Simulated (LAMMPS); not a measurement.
Simulation of a melt made from CdTe (zinc blende), 4096 atoms, at 1760 K and 2 GPa, brought to that temperature within a few picoseconds.

All values are model results, not measurements: classical MD, pair style sw, file CdTeZnSeHgS0.sw (LAMMPS).

- state found: liquid
- density: 5.993 ± 0.001 g/cm³
- volume per atom: 33.253 ± 0.008 Å³/atom
- enthalpy per atom: -0.8697 ± 0.0008 eV/atom
- first peak of g(r), Cd-Te: 2.94 Å, height 3.2
- coordination number of Cd by Te: 4.58 (counted to 3.98 Å)
- coordination number of Te by Cd: 4.58 (counted to 3.98 Å)
- first peak of g(r), Te-Te: 3.48 Å, height 1.5
- first peak of g(r), Cd-Cd: 3.25 Å, height 1.2
- self-diffusion coefficient of Cd (not corrected for cell size): (9.1 ± 0.2) × 10^-5 cm²/s
- self-diffusion coefficient of Te (not corrected for cell size): (7.9 ± 0.2) × 10^-5 cm²/s
- mean frequency of the vibrational (phonon) density of states: 2.7 THz
- cost: about 15 core-minutes (a rough figure)

Potential: file CdTeZnSeHgS0.sw of the LAMMPS distribution; its header cites Zhou, Ward, Martin, van Swol, Cruz-Campa, and D. Zubia, Phys. Rev. B, 88, 085309 (2013).

Caution: a run this short can hold a crystal over, or a liquid under, the potential's own melting point, which these runs don't give. Caution: the real compound melts congruently only under the pressure of its own vapour and loses its more volatile element when open.

States go by the mean squared displacement: a species diffuses where it passes 1.5 Å², still rises and gives D over 1e-6 cm²/s; a crystal has left its structure where atoms lie 0.35 Å off their sites on average or a cubic box changes its shape by 3 %, or the axial ratios of another lie 8 % off the starting cell's, which the potential's own relaxation can also do.

Errors of D are the spread over four groups of atoms in one short run; a floor of about 5 %, a picked value, is safer.

The ± values are statistical; the model's systematic error is not in them.
